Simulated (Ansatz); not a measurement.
Seebeck coefficient (μV/K, mean over directions) of n-type KTaO3 (Pm-3m) against carrier density, PBEsol with spin-orbit coupling, rigid bands in Ansatz (a quantum-chemistry and plane-wave program). Computed gap 2.00 eV; densities at which minority carriers matter at this gap, or further valleys turn the trend, are left out. Conductivity mass 0.45 mₑ (harmonic mean over directions), N_c = 1.7e19 cm⁻³ at 300 K.

```
electron density  300 K  500 K
----------------  -----  -----
1e16 cm⁻³          -863   -955
1e17 cm⁻³             …   -756
1e18 cm⁻³          -467   -558
3e18 cm⁻³          -373   -464
1e19 cm⁻³          -274   -363
3e19 cm⁻³          -192      …
1e20 cm⁻³          -122      …
3e20 cm⁻³           -83   -133
1e21 cm⁻³           -54    -82
```

Question: What belongs in the gaps?

Answer: 
- 1e17 cm⁻³, 300 K: -664
- 3e19 cm⁻³, 500 K: -275
- 1e20 cm⁻³, 500 K: -191

Rigid bands with a gap fixed in temperature, one relaxation time for all states, no polarons or phonon drag, and whether or not such doping can be reached.
